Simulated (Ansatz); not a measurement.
Start from Hf in the hcp (Mg type) structure (space group P6_3/mmc, No. 194; a = 3.159 Å, c = 5.000 Å).

One thing is altered: cell and atoms relaxed at a pressure of 1.8 GPa.

Levels (all Ansatz, a first-principles code, PAW): PBEsol (420 eV, no spin-orbit coupling); r2SCAN (500 eV, no SOC).

The geometry is relaxed with PBEsol.

- PBEsol pressure = 1.8 GPa

Q: What does r2SCAN give at this geometry for the pressure?

A: The pressure goes up by 4.1 GPa (1.8 GPa → 5.9 GPa).

Single points use the geometry relaxed with PBEsol. Their cutoffs differ, which shifts pressures a little. Load acts through the strain it causes; cell and atoms are relaxed under it. Stability against distortions was not tested. The final runs are not spin-polarised.
